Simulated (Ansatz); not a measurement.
Structures of equal composition on the (111) surface of fcc Al: a pseudomorphic layer of Nb in the host's stacking; a pseudomorphic layer of Nb in the other hollow. The slabs share one bottom face, and each structure is named by its start. These are constructed structures in small cells; real faces may alloy, dewet or reconstruct in larger ones, and not all known structures of the face are among them. Slabs of about 12 Å, Fermi-Dirac smearing of 0.1 eV. Bottom of the slabs: a bare face, its two planes held. Relaxed from the named starts with such symmetry as they have, on meshes of like density; energies extrapolated to zero smearing; spin only where a row says so; no spin-orbit coupling, no U. Brackets mark spin-polarised runs, whose order is one that fits the cell.

These are PBE (plane waves to 420 eV, PAW; Ansatz, an electronic-structure program) values and carry that method's errors.

Question: Order them by energy per 1x1 cell (lowest first) at the level PBE.

Answer: a pseudomorphic layer of Nb in the host's stacking (0.000 eV), a pseudomorphic layer of Nb in the other hollow (0.061 eV)
